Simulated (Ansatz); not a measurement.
The parent structure is GaP in the zinc blende structure (space group F-43m, No. 216; a = 5.4513 Å). Axes: x, y, z lie along the cube axes.

Level of theory: r2SCAN (Ansatz, an electronic-structure program, PAW, no SOC).

Strains are applied to the cell and any free atomic positions relax.

One change was made to it. Results:

The band gap shrinks by 0.16 eV (1.85 eV → 1.69 eV); the energy grows by 2.4 meV/atom; the smallest direct gap shrinks by 0.12 eV (2.36 eV → 2.24 eV); the pressure (mean of the normal stresses, compression positive) stays essentially unchanged (0.00 GPa against 0.02 GPa).

### Question
Which change produced these results?
(A) tensor shear ε_xy = +2.00 %
(B) tensor shear ε_xy = +1.71 %
(C) tensor shear ε_xy = +1.14 %
(D) tensor shear ε_xy = +0.57 %

### Answer
C, tensor shear ε_xy = +1.14 %. For comparison, the band gap in the other runs: tensor shear ε_xy = +1.71 % gives 1.56 eV; tensor shear ε_xy = +0.57 % gives 1.80 eV; tensor shear ε_xy = +2.00 % gives 1.49 eV.

No phonon test of stability was made.
